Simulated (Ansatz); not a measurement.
We consider TiZn₂O₄ (Imma, No. 74, 14 atoms in the cell; start mp-33631), described by PBEsol (PAW; Ansatz, a first-principles code).

Settings: plane-wave cutoff 520 eV, 8×8×8 k mesh, Fermi–Dirac smearing 0.01 eV, no spin polarisation, scalar-relativistic PAW data made under PBE.

Cell (relaxed with PBEsol):

```cif
data_O16Ti4Zn8
_chemical_formula_sum 'Ti4 Zn8 O16'
_space_group_name_H-M_alt 'Imma'
_space_group_IT_number 74
_space_group_name_Hall '-I 2b 2'
_cell_length_a 5.86771
_cell_length_b 5.93894
_cell_length_c 8.61590
_cell_angle_alpha 90.000
_cell_angle_beta 90.000
_cell_angle_gamma 90.000
loop_
_atom_site_label
_atom_site_type_symbol
_atom_site_symmetry_multiplicity
_atom_site_Wyckoff_symbol
_atom_site_fract_x
_atom_site_fract_y
_atom_site_fract_z
_atom_site_occupancy
Ti1 Ti 4 b 0.00000 0.00000 0.50000 1
Zn1 Zn 4 e 0.00000 0.25000 0.13895 1
Zn2 Zn 4 d 0.25000 0.25000 0.75000 1
O1 O 8 h 0.00000 0.01318 0.72549 1
O2 O 8 i 0.27539 0.25000 0.00379 1
```
(The calculation used a cell of 14 atoms; values per cell refer to that cell.)

**Question.** Predict the band gap, smallest direct gap on the k points sampled and Γ–Γ gap.

**Answer.** 
- band gap: 1.45 eV (indirect)
- smallest direct gap on the k points sampled: 1.71 eV
- Γ–Γ gap: 2.00 eV

Static lattice: no zero-point or thermal effects.

The result took about 70 core-seconds (a rough figure).

A start named mp-… is a Materials Project structure, which need not be a measured phase.
